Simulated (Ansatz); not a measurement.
We consider NaBH4 (within 0.1 Å of P4₂/nmc, No. 137, 12 atoms in the cell; start mp-1101862), described by r²SCAN+rVV10 in Ansatz (plane waves, PAW).

Run with plane-wave cutoff 500 eV, 10×10×8 k mesh (along the axes of the cell as run), Fermi–Dirac smearing 0.05 eV, scalar-relativistic PAW data made under PBE.

Cell (relaxed at this level):

Space group P4₂/nmc, origin choice 1 (No. 137); a = b = 4.2597 Å, c = 5.7658 Å, α = β = γ = 90.00°

```json
[
 {"atom": "Na", "site": "2a", "symmetry": "-4m2", "x": "0.0000", "y": "0.0000", "z": "0.0000"},
 {"atom": "B", "site": "2b", "symmetry": "-4m2", "x": "0.0000", "y": "0.0000", "z": "0.5000"},
 {"atom": "H", "site": "8g", "symmetry": ".m.", "x": "0.0000", "y": "0.2345", "z": "0.3786"}
]
```

What does this level give for the band gap?


- band gap: 6.74 eV (on the SCF k mesh)

Cost on a shared machine: very roughly 7 core-minutes.

A start named mp-… is a Materials Project structure, which need not be a measured phase.

Ansatz is an electronic-structure program.
